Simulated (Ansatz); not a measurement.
## NiO, response to strain

Consider NiO in the rock salt structure (space group Fm-3m, No. 225; a = 4.189 Å; ferromagnetic). Axes: x, y, z lie along the cube axes.

Strains are applied to the cell and any free atomic positions relax; under biaxial strain the out-of-plane vector relaxes too.

Level of theory: DFT with r2SCAN, PAW potentials and a 500 eV plane-wave cutoff in Ansatz (a quantum-chemistry and plane-wave program), scalar-relativistic without spin-orbit coupling.

For the base:

The band gap comes out as 0.82 eV.

Q: The aim is a band gap between 1.01 eV and 1.13 eV. Which of these changes reaches it?
(A) isotropic strain +2.74 %
(B) biaxial strain −0.82 %, plane normal [001], relaxed out of plane
(C) uniaxial strain ε_zz = +1.61 %

A: A, isotropic strain +2.74 %. It gives 1.07 eV; uniaxial strain ε_zz = +1.61 % gives 0.78 eV; biaxial strain −0.82 %, plane normal [001], relaxed out of plane gives 0.70 eV. Changes not listed may reach it too

Whether these cells are dynamically stable was not tested. No Hubbard U is applied and the magnetic state is the run's own (NiO ferromagnetic); other magnetic orders, which need larger cells, were not tried and can change the gap. A gap here joins edges of opposite spin (a spin-flip gap). In its common phase, real NiO is an antiferromagnetic insulator at low temperature.
